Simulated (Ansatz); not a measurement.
The starting structures come from a database of crystals and need not be the phases stable at ambient conditions.

 Where the default PAW files enter, the runs use the earlier of Ansatz's two default sets.

Here is the system:

```
LiNbO3
1.0
    5.28485     0.00000     0.00000
    0.00000    14.53788     0.00000
    2.64242     4.84596     1.52561
Li Nb O
2 2 6
Direct
  0.00000   0.63781   0.00000
  0.00000   0.36219   0.00000
  0.00000   0.85560   0.00000
  0.00000   0.14440   0.00000
  0.73807   0.78391   0.91586
  0.26193   0.21609   0.08414
  0.65393   0.43784   0.95407
  0.34607   0.56216   0.04593
  0.60800   0.04584   0.13007
  0.39200   0.95416   0.86993
```

Space group of this cell: R-3. The cell is taken as given; by r2SCAN its mean pressure is -8.9 GPa.

Transport runs along the normal of the first two printed cell vectors, the (100) plane of the conventional cell.

The gap is the functional's own, uncorrected, and κ follows it; spin-orbit coupling is left out. Mid-gap values are interpolated between the computed energies.

**Question.** Estimate the band gap and the smallest decay constant κ at mid-gap that r2SCAN (Ansatz, a quantum-chemistry and plane-wave program) returns for this system.

**Answer.** Gap 4.21 eV on a 20×20×20 mesh; κ = 0.475 1/Å, at the zone centre.
